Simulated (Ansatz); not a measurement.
The parent structure is WSi₂ (space group I4/mmm, No. 139; a = 3.202 Å, c = 7.818 Å; relaxed with 0.1 eV smearing). Axes: x, y, z lie along a, b, c of the conventional cell.

Calculations: DFT with PBEsol, PAW potentials and a 420 eV plane-wave cutoff in Ansatz (a program for electronic structure), no spin-orbit coupling.

Base values:

| Item | Value |
|---|---|
| Volume per atom | 13.36 Å³ |

It is then changed as follows: biaxial strain +3.00 %, plane normal [001], relaxed out of plane (Cartesian); in-plane vectors clamped, the third vector and the atoms free.

Problem. What does the calculation give for the volume per atom after the change?

Solution. The volume per atom rises by 0.68 Å³ to 14.04 Å³.

Whether these cells are dynamically stable was not tested. The final runs are not spin-polarised.
